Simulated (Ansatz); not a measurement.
# Convergence study of the k-point mesh for a (001) slab of Sb (cut from a parent of space group no. 221; 4 atoms in the cell)

```
Sb
1.0
    3.07409     0.00000     0.00000
    0.00000     3.07409     0.00000
    0.00000     0.00000    23.22219
Sb
4
Cartesian
  0.00000   0.00000   7.00000
  0.00000   0.00000  10.07409
  0.00000   0.00000  13.14810
  0.00000   0.00000  16.22218
```

Method: PBEsol, default PAW files made with PBE (plane waves; Ansatz, an electronic-structure program).

Base settings: basis.ecutwfc = 420 eV; kpoints.mp_grid.grid = 10 10 1; hamiltonian.xc = pbesol; hamiltonian.pseudopotentials = {kind: paw} (the program's default PAW files); scf.occupations.method = gaussian; scf.occupations.width = 0.1 eV.

Only quantities that move along the ladder and can be compared are tabulated.

The count of work is k-points × plane waves × bands × iterations; it is no time. 

The starting cell comes from a database of computed structures (which also holds hypothetical and non-ambient phases and stackings), without a prior relaxation at this level. The slab is cut from that crystal, and its faces are unrelaxed. Its lattice was rescaled by up to half a per cent.

Steps (kpoints.mp_grid.grid): 2 2 1; 3 3 1; 4 4 1; 5 5 1; 6 6 1; 7 7 1; 8 8 1; 9 9 1; 10 10 1; 11 11 1; 12 12 1; 15 15 1; 17 17 1; 20 20 1; 23 23 1; 27 27 1.

Question: What is the coarsest kpoints.mp_grid.grid that holds the forces within 0.02 eV/Å?

Answer: Not settled: the last two steps still differ by 0.032 eV/Å, over half the tolerance, so the ladder does not show it.

Question: What is the coarsest kpoints.mp_grid.grid that holds the free energy within 2 meV/atom of the last step, with all finer ones?

Answer: 17 17 1, at 0.43 of the last step's count of work; the step before is off by 4.5 meV/atom.

```tsv
kpoints.mp_grid.grid	free energy less the last step's (meV/atom)	largest difference of a force vector from the last step's (eV/Å)	count of work / last
2 2 1	-1527.91	0.385	0.037
3 3 1	166.01	0.761	0.041
4 4 1	328.22	0.407	0.073
5 5 1	39.88	0.148	0.057
6 6 1	-36.11	0.231	0.095
7 7 1	-20.98	0.134	0.11
8 8 1	11.56	0.096	0.14
9 9 1	0.39	0.016	0.12
10 10 1	-2.48	0.027	0.20
11 11 1	8.84	0.040	0.20
12 12 1	7.11	0.101	0.27
15 15 1	4.45	0.045	0.34
17 17 1	0.08	0.038	0.43
20 20 1	1.19	0.039	0.63
23 23 1	0.40	0.032	0.74
27 27 1	0.00	0.000	1.0
```

Keys are those of Ansatz 0.2.
